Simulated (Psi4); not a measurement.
Psi4 1.11, B3LYP/def2-svp, scf_type pk: Zr(Cl)(NH2)3 ([NH2][Zr]([NH2])([NH2])[Cl]), 11 atoms. The geometry is a generated start, not checked to be a minimum at this level.

```yaml
task: energy
method: b3lyp
basis: def2-svp
memory: 7 GB
e_convergence: 1e-08
d_convergence: 1e-07
guess: auto, which took SAD (default)
diis_max_vecs: 10 (default)
scf_initial_accelerator: adiis (default)
dft_radial_points: 75 (default)
dft_spherical_points: 302 (default)
effective_core_potentials: those of the basis set, past Kr
basis_functions: 121
grid_points: 237921
```

```xyz
11

Zr     0.3285     0.0735    -0.3263
Cl     2.3497     1.0315    -0.9196
N      0.7417    -0.7589     1.4794
H      0.6824    -0.1413     2.3024
H      1.6638    -1.2165     1.5337
N     -0.4981    -1.2956    -1.5759
H     -1.2753    -1.0207    -2.1874
H     -0.7139    -2.2428    -1.2510
N     -0.9489     1.6016     0.0350
H     -0.5286     2.4933     0.3186
H     -1.8013     1.4760     0.5910
```

The reference run uses exact four-centre integrals (scf_type = pk). Single runs; times are not shown.

Settings tried, all else as in the reference:
- scf_type = dfdirj+snlink
- scf_type = cd, cholesky_tolerance = 0.0001 (default)
- scf_type = cd, cholesky_tolerance = 1e-06
- scf_type = dfdirj+cosx
- scf_type = cd, cholesky_tolerance = 0.01
- scf_type = dfdirj+link
- scf_type = dfdirj+cosx, cosx_radial_points_final = 25, cosx_spherical_points_final = 50
- scf_type = cd, cholesky_tolerance = 1e-05
- scf_type = dfdirj+cosx, cosx_radial_points_final = 75, cosx_spherical_points_final = 302
- scf_type = dfdirj+cosx, cosx_radial_points_final = 50, cosx_spherical_points_final = 194
- scf_type = mem_df
- scf_type = cd, cholesky_tolerance = 0.001

Which settings reproduce the reference to 1.0 meV/atom in energy?

Within it: scf_type = cd, cholesky_tolerance = 1e-06; scf_type = mem_df; scf_type = dfdirj+cosx, cosx_radial_points_final = 75, cosx_spherical_points_final = 302; scf_type = dfdirj+cosx, cosx_radial_points_final = 50, cosx_spherical_points_final = 194; scf_type = dfdirj+link; scf_type = dfdirj+snlink; scf_type = cd, cholesky_tolerance = 1e-05; scf_type = dfdirj+cosx. At the edge (between 0.75 and 1.33 times the tolerance): scf_type = cd, cholesky_tolerance = 0.0001 (default). Outside: scf_type = dfdirj+cosx, cosx_radial_points_final = 25, cosx_spherical_points_final = 50; scf_type = cd, cholesky_tolerance = 0.001; scf_type = cd, cholesky_tolerance = 0.01.

| setting | energy against the reference |
|---|---|
| scf_type = cd, cholesky_tolerance = 1e-06 | −0.0081 meV/atom |
| scf_type = mem_df | −0.13 meV/atom |
| scf_type = dfdirj+cosx, cosx_radial_points_final = 75, cosx_spherical_points_final = 302 | −0.21 meV/atom |
| scf_type = dfdirj+cosx, cosx_radial_points_final = 50, cosx_spherical_points_final = 194 | −0.22 meV/atom |
| scf_type = dfdirj+link | −0.22 meV/atom |
| scf_type = dfdirj+snlink | −0.22 meV/atom |
| scf_type = cd, cholesky_tolerance = 1e-05 | −0.31 meV/atom |
| scf_type = dfdirj+cosx | −0.53 meV/atom |
| scf_type = cd, cholesky_tolerance = 0.0001 (default) | −1.3 meV/atom |
| scf_type = dfdirj+cosx, cosx_radial_points_final = 25, cosx_spherical_points_final = 50 | +1.4 meV/atom |
| scf_type = cd, cholesky_tolerance = 0.001 | −3.9 meV/atom |
| scf_type = cd, cholesky_tolerance = 0.01 | +14 meV/atom |

Total energies are compared; such shifts often cancel in part in energy differences. The DFDIRJ builders fit J, which adds its shift to that of exchange. Psi4 runs the final COSX grid once, on the density of the start grid. No test of the SCF solution's stability was run. Also tried and not ranked: scf_type = direct (same energy as a listed run). The tolerance is a choice made for this comparison.
